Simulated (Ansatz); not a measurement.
Consider CdF2 in the fluorite structure (space group Fm-3m, No. 225; a = 5.384 Å).

Computed with DFT with PBEsol, PAW potentials and a 420 eV plane-wave cutoff in Ansatz (a first-principles code), no spin-orbit coupling.

Base values:

The band gap is 2.94 eV, the width of the top valence band comes out as 0.49 eV and the gap character is indirect, W → Γ.

Perturbation: every lattice vector is stretched by 0.50 %; the atoms relax in the strained cell.

Q: What does the calculation give for the band gap after the change?

A: The band gap drops by 0.05 eV (2.94 eV → 2.89 eV).

Q: Predict the new width of the top valence band.

A: The width of the top valence band stays essentially unchanged (0.49 eV against 0.50 eV).

Q: What happens to the energy relative to the base?

A: The energy goes up by 0.9 meV/atom.

Q: What does the calculation give for the gap character after the change?

A: The gap character remains indirect, W → Γ.

Stability against distortions was not tested.
